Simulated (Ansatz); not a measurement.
F on the 1x1 (110) surface of bcc Ta, one in a 2x2 cell, started at the site 'bridge Ta-Ta (span 3.3 Å)'

The numbers are results of r2SCAN, at the PBE geometry (plane waves to 500 eV, PAW; Ansatz, a program for electronic structure), not measurements.

Slab: 17 atoms, 6.8 Å thick at the start under the adsorbate (thin: gaps and levels are the slab's own); k 5x5x1, smearing 0.1 eV, dipole-corrected; single point; on the structure that PBE left under its start's symmetry; no spin, no spin-orbit, no U, no dispersion correction. At the end it is bonded to 4 Ta. In PBE this state lies 0.07 eV over the lowest of the starts that converged ('hollow Ta-Ta-Ta').

```yaml
adsorption energy against ½ F2(g) at the same level: -4.92 eV
work_function_of_the_top_face: 4.63 eV
change_of_the_work_function: -0.25 eV
change_of_the_step_from_the_bottom_to_the_top_vacuum_level_against_the_clean_slab: -0.23 eV
height of the binding atom over the mean of the host atoms within 0.3 Å of the top one: 1.412 Å
nearest_host_atoms_of_the_binding_atom: Ta at 2.20 Å, Ta at 2.20 Å, Ta at 2.82 Å
cost: very roughly 100 core-seconds
```

A negative adsorption energy means that the adsorbate is more stable on the surface than in its reference.
